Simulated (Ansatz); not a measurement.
A computed series for Pd: response to strain

Take Pd in the fcc (Cu type) structure (space group Fm-3m, No. 225; a = 3.841 Å; relaxed with 0.1 eV smearing) as the base. Axes: x, y, z lie along the cube axes.

Strains are applied to the cell and any free atomic positions relax; under biaxial strain the out-of-plane vector relaxes too.

Calculations: Ansatz (a quantum-chemistry and plane-wave program) LDA, without spin-orbit coupling.

Notes on the quantities. energy relative to the base: free energy F.

```json
[
 {"biaxial strain, plane normal [111], relaxed out of plane (%)": "-2.5", "energy relative to the base (meV/atom)": "22.2"},
 {"biaxial strain, plane normal [111], relaxed out of plane (%)": "-2.08", "energy relative to the base (meV/atom)": "15.0"},
 {"biaxial strain, plane normal [111], relaxed out of plane (%)": "-1.67", "energy relative to the base (meV/atom)": "9.5"},
 {"biaxial strain, plane normal [111], relaxed out of plane (%)": "-1.25", "energy relative to the base (meV/atom)": "?"},
 {"biaxial strain, plane normal [111], relaxed out of plane (%)": "-0.83", "energy relative to the base (meV/atom)": "2.3"},
 {"biaxial strain, plane normal [111], relaxed out of plane (%)": "-0.42", "energy relative to the base (meV/atom)": "0.6"},
 {"biaxial strain, plane normal [111], relaxed out of plane (%)": "0", "energy relative to the base (meV/atom)": "0.0"}
]
```

Fit ΔE = Aε² + Bε³ (ε in %) to the rows shown and predict the withheld row.

Least squares on the printed values gives A = 3.12 and B = -0.17 meV/atom (largest residual 0.1 meV/atom); this predicts 5.2 meV/atom, and the run gives 5.2 meV/atom, in agreement.

No phonon test of stability was made. All final runs are without spin polarisation.
